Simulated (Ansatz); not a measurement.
BiO (R3m, No. 160, 2 atoms in the cell; start mp-27945) was calculated with r²SCAN+SOC (plane waves, PAW; Ansatz, a quantum-chemistry and plane-wave program).

The input as run:

Ansatz 0.2 input:
```yaml
crystal:
  lattice:
    - [1.9841201779, 1.1455323188, 3.0530728122]
    - [-1.9841201779, 1.1455323188, 3.0530728122]
    - [0.0, -2.2910646376, 3.0530728122]
  atoms:
    - { symbol: Bi, position: [0.0063786467, 0.0063786467, 0.0063786467] }
    - { symbol: O, position: [0.2686113533, 0.2686113533, 0.2686113533] }
basis:
  ecutwfc: 560
  ecutrho_ratio: 4
  xc_grid: 3
kpoints:
  mp_grid: { grid: [18, 18, 18] }
hamiltonian:
  xc: r2scan
  dispersion: none
  pseudopotentials: { kind: paw }
scf:
  occupations: { method: fermi_dirac, width: 0.05 }
  convergence: { dr2_threshold: 0.0000000002 }
output:
  forces: true
  stress: true
  eigenvalues: true
magnetization:
  noncollinear: true
  spin_orbit: true
```

Excerpt of the program's output:

```
Crystal: 2 atoms, lattice volume = 41.635 Å³
Basis set: ecut = 560 eV, 1271 PW (Γ), exchange–correlation on 90×90×90 points (27 copies of the dense FFT grid, shifted against one another)
Bands: 30, of which v1, the nominal top of the filled ones, is band 21 counted from 1 (20 counted from 0)
Symmetry: 6 space group operations + 6 with time reversal
k-points: 580 of 5832 (time reversal used)
Initial density: superposition of atomic densities (chi_scale 0.1, normalization cell, long waves kept (reshape's long-wave potential 0.00 eV rms))
Functional: x = r2scan, c = r2scan; τ floored in thin density (d = 2e-4 eV/Å³)
spin=Noncollinear: Kerker preconditioning applied to the charge; magnetization (m_x, m_y, m_z) channels mix plain (no charge-response kernel on spin).
SCF 1 converged in 11 iterations: F = -12944.016418 eV  dr2 = 1.50e-10
SCF converged after 11 iterations
Free energy (F): -12944.016418 eV
Internal energy: -12944.002266 eV  (E = F + TS)
E sigma→0 (E₀):  -12944.009342 eV
Fermi energy:    10.203523 eV
--- Forces (eV/Å), atoms counted from 1 ---
  atom   1  Bi     0.00000000     0.00000000    -0.11407588
  atom   2  O     -0.00000000    -0.00000000     0.11406504
--- Stress (GPa, compression-positive) ---
        3.500367       0.000000       0.000000
        0.000000       3.500367      -0.000000
        0.000000      -0.000000       3.209388
  P = ⅓ Tr σ = 3.4034 GPa (34.034 kbar)
```

The PAW data were made under PBE.

Note: cell and atoms aren't relaxed at this level (largest force component 0.11 eV/Å, pressure 3.4 GPa).

A start named mp-… is a Materials Project structure, which need not be a measured phase.
